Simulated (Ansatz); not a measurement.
Ansatz (an electronic-structure program) run on BaHfO3 (R-3, 10 atoms in the cell): self-consistent single point.

Level of theory: PBEsol-D3BJ, default PAW files made with PBE (plane waves; Ansatz).

```
CELL_PARAMETERS angstrom
      2.96331     1.71087     5.46861
     -2.96331     1.71087     5.46861
      0.00000    -3.42174     5.46861
ATOMIC_POSITIONS crystal
  Ba 0.35537 0.35537 0.35537
  Ba 0.64463 0.64463 0.64463
  O  0.22174 0.56249 0.95095
  O  0.95095 0.22174 0.56249
  O  0.56249 0.95095 0.22174
  O  0.77826 0.43751 0.04905
  O  0.04905 0.77826 0.43751
  O  0.43751 0.04905 0.77826
  Hf 0.14640 0.14640 0.14640
  Hf 0.85360 0.85360 0.85360
```

Reference input (self-consistent single point, DFT, PBEsol, plane waves, default PAW files made with PBE): basis.ecutwfc = 420 eV; kpoints.mp_grid.grid = 6 6 6; hamiltonian.xc = pbesol; hamiltonian.pseudopotentials = {kind: paw} (the program's default PAW files); scf.occupations.method = gaussian; scf.occupations.width = 0.272 eV. This run's input differs from it in these lines:

```diff
@@ -23,2 +23,3 @@
   xc: pbesol
+  dispersion: d3bj
   pseudopotentials:
```

Output (repeated stretches shortened):

```
SCF iter   1: F=—  HF=-46301.958522 eV  |F-HF|=—  |Δ(HF+E_count)|=         —  Δρ=1.56e-2  dr2=4.09e-1  ethr=1.77e-3  ⟨swp⟩=6.0  Hψ=9373  notcnv=0
all-band conjugate gradients solve this SCF's bands
preconditioner: auto → Resta (q_TF=auto, 2.539 Å⁻¹)
SCF iter   2: F=—  HF=-46301.888461 eV  |F-HF|=—  |Δ(HF+E_count)|=   7.01e-2  Δρ=6.08e-3  dr2=4.74e-2  ethr=3.79e-4  ⟨swp⟩=2.0  Hψ=4715  notcnv=0
   [... lines left out ...]
SCF iter   5: F=—  HF=-46301.879444 eV  |F-HF|=—  |Δ(HF+E_count)|=   4.79e-5  Δρ=1.22e-4  dr2=2.70e-5  ethr=3.09e-7  ⟨swp⟩=2.0  Hψ=4532  notcnv=0
SCF iter   6: F=—  HF=-46301.879496 eV  |F-HF|=—  |Δ(HF+E_count)|=   5.21e-5  Δρ=4.32e-5  dr2=4.19e-6  ethr=2.50e-8  ⟨swp⟩=2.4  Hψ=4642  notcnv=0
SCF iter   7: F=—  HF=-46301.879499 eV  |F-HF|=—  |Δ(HF+E_count)|=   3.33e-6  Δρ=1.15e-5  dr2=4.79e-7  ethr=3.88e-9  ⟨swp⟩=2.0  Hψ=4261  notcnv=0
SCF iter   8: F=-46301.879500 eV  HF=-46301.879500 eV  |F-HF|=1.46e-8  |Δ(HF+E_count)|=   1.77e-7  Δρ=3.72e-6  dr2=5.41e-8  ethr=9.26e-11  ⟨swp⟩=10.5  Hψ=11947  notcnv=0
SCF 1 converged in 8 iterations: F = -46301.879500 eV  dr2 = 5.41e-8
Free energy (F): -46301.879500 eV
Internal energy: -46301.879500 eV  (E = F + TS)
E sigma→0 (E₀):  -46301.879500 eV
Fermi energy:    10.981459 eV
--- Forces (eV/Å), atoms counted from 1 ---
  atom   1  Ba     0.00000000    -0.00000000     0.87918423
  atom   2  Ba    -0.00000000     0.00000000    -0.87918423
  atom   3  O     -2.46369409    -1.55465202    -3.10420704
  atom   4  O      2.57821519    -1.35629566    -3.10420704
  atom   5  O     -0.11452110     2.91094768    -3.10420704
  atom   6  O      2.46369409     1.55465202     3.10420704
  atom   7  O     -2.57821519     1.35629566     3.10420704
  atom   8  O      0.11452110    -2.91094768     3.10420704
  atom   9  Hf    -0.00000000    -0.00000000    -0.33767568
  atom  10  Hf     0.00000000     0.00000000     0.33767568
--- Stress (GPa, compression-positive) ---
      -11.622317       0.000000      -0.000000
       -0.000000     -11.622317      -0.000000
       -0.000000      -0.000000      -6.051240
  P = ⅓ Tr σ = -9.7653 GPa (-97.653 kbar)
  The stress holds the Pulay correction. Without it, at fixed plane waves, as pw.x and ABINIT print it: P = -10.2465 GPa
```

The run converged in 8 iterations. Against the reference run the pressure goes from -7.67 to -9.77 GPa, the largest force stays at 4.257 eV/Å and the gap on the mesh stays at 3.433 eV.

The starting cell was generated: these elements placed on a structure prototype, without a prior relaxation; it need not be a known phase or ordering of this composition. Spin-orbit coupling is off. With a pressure of about -10 GPa the cell is away from its equilibrium volume at this level. Forces in this geometry exceed 1 eV/Å. Ansatz's pressure includes its estimate of the finite-basis (Pulay) stress.

Keys are those of Ansatz 0.2.
